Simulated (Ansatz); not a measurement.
**InP: band gap against strain**

InP (zinc blende, F-43m, 24.730 Å³/atom at rest, cube axes along x, y and z) under an equal strain ε along all three axes. LDA in Ansatz, a plane-wave DFT program (PAW, default set), 420 eV, 10×10×10 Γ-centred mesh, Fermi-Dirac smearing 0.05 eV; ions are relaxed within the symmetry of each cell. Gaps are the smallest over the k-mesh and a band path, without spin-orbit coupling; in all rows the valence edge lies at Γ and the conduction edge at Γ. Runs with a gap under 0.1 eV are left out.

Here s stands for strain and Eg for gap.

```csv
strain (%),gap (eV)
-1.00,0.740
-0.50,0.659
0.00,0.577
0.50,0.496
1.00,0.415
2.50,?
```

Taking a straight line for Eg over the 5 complete rows: Means: s 0, Eg 0.5774. About the means, the sum of products is -0.40650 and the sum of squares of s is 2.5000; the slope is their ratio. Least squares gives Eg = 0.5774 - 0.16260·s. Residuals (row less fit): 0.0000, 0.0003, -0.0004, -0.0001, 0.0002; standard error 0.0003 (degrees of freedom: 3). Over these rows the gap moves by -16 ± 0.02 eV per unit strain, or -5.4 eV per unit of ln V.

What does the fit predict for Eg at s = 2.50, and how far is the calculated value from it?

Eg = 0.5774 - 0.16260 × 2.5 = 0.1709 eV. The calculation gives 0.175 eV, 0.0041 eV above the prediction (0.7 % of the range of Eg in the table). The row lies outside the fitted rows, so this is an extrapolation. The fitted rows scatter only by rounding.

One order more, fitted to all 12 runs of the series, follows each within 0.001, so the miss is the next term of a smooth law. Spin-orbit coupling is left out, which can shift this property for InP. Rows are the converged runs of the series near zero and its far end; series whose fitted rows scatter by over a few per cent of the range, as at a crossing or softening among them, aren't shown in this form. Most that stay on the fit to the last digits aren't either.
